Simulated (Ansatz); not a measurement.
These are PBE (plane waves to 420 eV, PAW; Ansatz, a first-principles code) values and carry that method's errors.

Plane-averaged electrostatic potential energy along the normal, in eV from the Fermi level, for Al on the 1x1 (111) surface of fcc Au (the real clean face reconstructs), one in a 2x2 cell, started at the site 'hollow Au-Au-Au over Au at depth 2.4 Å':

```json
[
 {"z (Å)": "5.30", "V (eV)": "5.19"},
 {"z (Å)": "5.59", "V (eV)": "5.19"},
 {"z (Å)": "5.89", "V (eV)": "5.19"},
 {"z (Å)": "6.18", "V (eV)": "5.19"},
 {"z (Å)": "6.48", "V (eV)": "5.18"},
 {"z (Å)": "6.77", "V (eV)": "5.17"},
 {"z (Å)": "7.07", "V (eV)": "5.14"},
 {"z (Å)": "7.36", "V (eV)": "5.09"},
 {"z (Å)": "7.66", "V (eV)": "4.96"},
 {"z (Å)": "7.95", "V (eV)": "4.65"},
 {"z (Å)": "8.24", "V (eV)": "3.96"},
 {"z (Å)": "8.54", "V (eV)": "2.31"},
 {"z (Å)": "8.83", "V (eV)": "-2.19"},
 {"z (Å)": "9.13", "V (eV)": "-9.71"},
 {"z (Å)": "9.42", "V (eV)": "-14.84"},
 {"z (Å)": "9.72", "V (eV)": "-15.93"},
 {"z (Å)": "10.01", "V (eV)": "-13.09"},
 {"z (Å)": "10.31", "V (eV)": "-6.56"},
 {"z (Å)": "10.60", "V (eV)": "-0.34"},
 {"z (Å)": "10.89", "V (eV)": "1.02"},
 {"z (Å)": "11.19", "V (eV)": "-1.72"},
 {"z (Å)": "11.48", "V (eV)": "-8.74"},
 {"z (Å)": "11.78", "V (eV)": "-14.48"},
 {"z (Å)": "12.07", "V (eV)": "-16.31"},
 {"z (Å)": "12.37", "V (eV)": "-14.27"},
 {"z (Å)": "12.66", "V (eV)": "-8.37"},
 {"z (Å)": "12.96", "V (eV)": "-1.51"},
 {"z (Å)": "13.25", "V (eV)": "0.77"},
 {"z (Å)": "13.54", "V (eV)": "-1.37"},
 {"z (Å)": "13.84", "V (eV)": "-8.15"},
 {"z (Å)": "14.13", "V (eV)": "-14.11"},
 {"z (Å)": "14.43", "V (eV)": "-16.21"},
 {"z (Å)": "14.72", "V (eV)": "-14.48"},
 {"z (Å)": "15.02", "V (eV)": "-8.83"},
 {"z (Å)": "15.31", "V (eV)": "-1.79"},
 {"z (Å)": "15.61", "V (eV)": "1.07"},
 {"z (Å)": "15.90", "V (eV)": "0.05"},
 {"z (Å)": "16.19", "V (eV)": "-5.66"},
 {"z (Å)": "16.49", "V (eV)": "-12.59"},
 {"z (Å)": "16.78", "V (eV)": "-16.05"},
 {"z (Å)": "17.08", "V (eV)": "-15.62"},
 {"z (Å)": "17.37", "V (eV)": "-11.28"},
 {"z (Å)": "17.67", "V (eV)": "-4.22"},
 {"z (Å)": "17.96", "V (eV)": "0.06"},
 {"z (Å)": "18.26", "V (eV)": "1.03"},
 {"z (Å)": "18.55", "V (eV)": "1.35"},
 {"z (Å)": "18.84", "V (eV)": "1.44"},
 {"z (Å)": "19.14", "V (eV)": "1.61"},
 {"z (Å)": "19.43", "V (eV)": "2.32"},
 {"z (Å)": "19.73", "V (eV)": "3.20"},
 {"z (Å)": "20.02", "V (eV)": "3.68"},
 {"z (Å)": "20.32", "V (eV)": "3.94"},
 {"z (Å)": "20.61", "V (eV)": "4.07"},
 {"z (Å)": "20.91", "V (eV)": "4.14"},
 {"z (Å)": "21.20", "V (eV)": "4.17"},
 {"z (Å)": "21.49", "V (eV)": "4.19"},
 {"z (Å)": "21.79", "V (eV)": "4.20"},
 {"z (Å)": "22.08", "V (eV)": "4.20"},
 {"z (Å)": "22.38", "V (eV)": "4.20"},
 {"z (Å)": "22.67", "V (eV)": "4.20"},
 {"z (Å)": "22.97", "V (eV)": "4.20"}
]
```

Slab: 17 atoms, 7.2 Å thick at the start under the adsorbate (thin: gaps and levels are the slab's own); k 6x6x1, smearing 0.1 eV, dipole-corrected; 8 atoms held, the rest relaxed; start symmetry kept, larger cells not searched; no spin, no spin-orbit, no U, no dispersion correction. At the end it is bonded to 3 Au. In PBE this state lies 0.03 eV over the lowest of the starts that converged ('hollow Au-Au-Au over Au at depth 4.8 Å').

### Question
The surface cell has an area of 29.93 Å². What dipole along the normal does the step between the two vacuum levels imply?

### Answer
the top vacuum level lies 0.99 eV below the bottom one; p = −ε₀ A ΔV (ε₀ = 0.005526 e/(V·Å)) gives 0.16 e·Å a cell.
